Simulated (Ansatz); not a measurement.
The reference is In$_{2}$O$_{3}$ (space group P-3m1, No. 164; a = 3.4191 Å, c = 6.0937 Å; a hypothetical phase, not in the database extracts checked).

It is then changed as follows: cell and atoms relaxed at a pressure of 0.7 GPa.

Levels (all Ansatz, an electronic-structure program, PAW): PBEsol (420 eV, no spin-orbit coupling); PBEsol+SOC (420 eV, spin-orbit coupling included).

The geometry is relaxed with PBEsol.

| Quantity | Result |
|---|---|
| PBEsol band gap | 0.72 eV |
| PBEsol electron mass | 0.095 mₑ along c, 0.15 mₑ across (at Γ) |
| PBEsol pressure | 7.0 kbar |

With PBEsol+SOC at the same geometry, the band gap is still 0.72 eV; the electron mass remains 0.095 mₑ along c, 0.15 mₑ across (at Γ); the pressure shrinks by 0.64 kbar (7.0 kbar → 6.3 kbar).

Single points use the geometry relaxed with PBEsol. Differences between runs with and without spin-orbit coupling are approximate. Load acts through the strain it causes; cell and atoms are relaxed under it. Effective masses come from finite differences of ±0.01 Å⁻¹. No phonon test of stability was made. The base started in P3m1 and relaxed to P-3m1 at this level.
